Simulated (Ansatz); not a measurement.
## PBE against r2SCAN: CaF2, pressure −1 GPa

Start from CaF2 in the fluorite structure (space group Fm-3m, No. 225; a = 5.511 Å).

(Cell as relaxed with PBE.)

Levels (all Ansatz, a quantum-chemistry and plane-wave program, PAW): PBE (420 eV, no spin-orbit coupling); r2SCAN (500 eV, no spin-orbit coupling).

Each level relaxes its own structure.

```json
[
 {"base": "volume per atom", "PBE": "13.95 Å³", "r2SCAN": "13.41 Å³"},
 {"base": "lattice parameter a", "PBE": "5.511 Å", "r2SCAN": "5.439 Å"},
 {"base": "band gap", "PBE": "7.14 eV", "r2SCAN": "8.03 eV"}
]
```

One thing is altered: hydrostatic tension (pressure −1 GPa).

| quantity | PBE | r2SCAN |
|---|---|---|
| band gap | 7.07 eV | 7.96 eV |
| lattice parameter a | 5.535 Å | 5.460 Å |

PBE's band gap lies 0.897 eV below r2SCAN's; PBE's lattice parameter a lies 0.075 Å above r2SCAN's (1.4 %). Neither level is exact; r2SCAN is the comparison here, not a measurement.

Load acts through the strain it causes; cell and atoms are relaxed under it. Whether these cells are dynamically stable was not tested.
